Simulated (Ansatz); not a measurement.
Base system: TiC in the rock salt structure (space group Fm-3m, No. 225; a = 4.333 Å; relaxed with 0.1 eV smearing).

Computed with plane-wave PAW DFT at the PBE level (Ansatz, a quantum-chemistry and plane-wave program, 420 eV), no spin-orbit coupling.

Strains are applied to the cell and any free atomic positions relax.

One change was made to it. Results:

```csv
quantity,base,after
energy relative to the base (free energy F),0 meV/atom,+27 meV/atom
pressure,0.0 GPa,-13.2 GPa
```

Question: What was done to the base?
(A) isotropic strain +0.50 %
(B) isotropic strain +2.00 %
(C) isotropic strain −0.50 %

Answer: B, isotropic strain +2.00 %. For comparison, the energy relative to the base in the other runs: isotropic strain +0.50 % gives +1.8 meV/atom; isotropic strain −0.50 % gives +1.8 meV/atom.

Stability against distortions was not tested. All final runs are without spin polarisation.
